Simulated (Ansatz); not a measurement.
InF3 (R-3c, No. 167; cell taken from a computed entry), treated with r²SCAN+rVV10 in Ansatz (plane waves, PAW).

Numerical settings: plane-wave cutoff 500 eV, 10×10×10 k mesh, Fermi–Dirac smearing 0.05 eV, scalar-relativistic PAW data made under PBE.

Cell (relaxed at this level):

```yaml
crystal:
  lattice:
    - [2.56388, 1.48026, 4.90681]
    - [-2.56388, 1.48026, 4.90681]
    - [0.00000, -2.96052, 4.90681]
  atoms:
    - { symbol: In, position: [0.50000, 0.50000, 0.50000] }
    - { symbol: In, position: [0.00000, 0.00000, 0.00000] }
    - { symbol: F, position: [0.40212, 0.75000, 0.09788] }
    - { symbol: F, position: [0.59788, 0.25000, 0.90212] }
    - { symbol: F, position: [0.09788, 0.40212, 0.75000] }
    - { symbol: F, position: [0.90212, 0.59788, 0.25000] }
    - { symbol: F, position: [0.75000, 0.09788, 0.40212] }
    - { symbol: F, position: [0.25000, 0.90212, 0.59788] }
```

Question: Estimate the band gap that the calculation returns.

Answer: 
band gap: 5.12 eV (on the SCF k mesh)

Note: the relaxation could not lower the start's symmetry, so the cell can be a saddle point above a distorted one.

Spin–orbit coupling is not included.

Ansatz is a first-principles code.
